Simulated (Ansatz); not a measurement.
The starting structures come from a database of crystals and need not be the phases stable at ambient conditions.

 Where the default PAW files enter, the runs use the earlier of Ansatz's two default sets.

Crystal: AgI (P4/nmm, not sure to be the ambient phase, 4 atoms a cell, 30.1 Å³ an atom); planes in its conventional cell.

Computed with PBEsol (plane waves, PAW; Ansatz, an electronic-structure program).

No gap correction and no spin-orbit coupling; mid-gap values are interpolated between computed energies.

| plane | area of the cell (Å²) | mid-gap κ (1/Å) | largest κ in the gap (1/Å) |
|---|---|---|---|
| (111) | 43.3 | 0.12 | 0.12 |
| (110) | 38.8 | [?] | [?] |
| (100) | 27.4 | [?] | [?] |
| (001) | 19.3 | [?] | [?] |

### Question
The slowest decay depends on the direction. Supply the withheld values.

### Answer

- (110), mid-gap κ (1/Å): 0.11
- (110), largest κ in the gap (1/Å): 0.11
- (100), mid-gap κ (1/Å): 0.11
- (100), largest κ in the gap (1/Å): 0.11
- (001), mid-gap κ (1/Å): 0.17
- (001), largest κ in the gap (1/Å): 0.19
